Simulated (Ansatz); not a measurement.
System: Mo vacancy in bcc Mo (neutral cell). The step: one Mo atom jumps into the vacancy from a nearby Mo site; the atom moves 2.70 Å along (-0.49, -0.49, 0.49) of the unit cell; the moving atom starts with neighbours 2 Mo at 2.71, 3 Mo at 2.74, 2 Mo at 2.74, 3 Mo at 3.14, 2 Mo at 3.17, Mo at 3.19 Å and ends with 2 Mo at 2.71, 3 Mo at 2.74, 2 Mo at 2.74, 3 Mo at 3.14, 2 Mo at 3.17, Mo at 3.19 Å. DFT values are from Ansatz (plane-wave PAW, 420 eV unless said) in a cell of 36 host sites, spin-restricted, static, with no finite-size correction. Forms of the defect that were not tried may lie lower. For the PBE band: the saddle point's order was not checked, and it lies on a symmetry element of the cell, where a band can be held.

| Level | Forward barrier (eV) | Cost of the band or of the saddle's single point |
|---|---|---|
| CHGNet universal potential (has no charge state), its own band | 0.60 | - |
| PBE, a 2×2×3 k-point mesh shifted by half a step, band relaxed | 1.20 | around 80 core-minutes (rough) |
| PBE, a 3×3×5 k-point mesh shifted by half a step, same geometries | 1.15 | roughly 5 core-minutes |
| r2SCAN at 500 eV, a 2×2×3 k-point mesh shifted by half a step, same geometries | 1.27 | around 4 core-minutes (rough) |

Ansatz is a first-principles code.
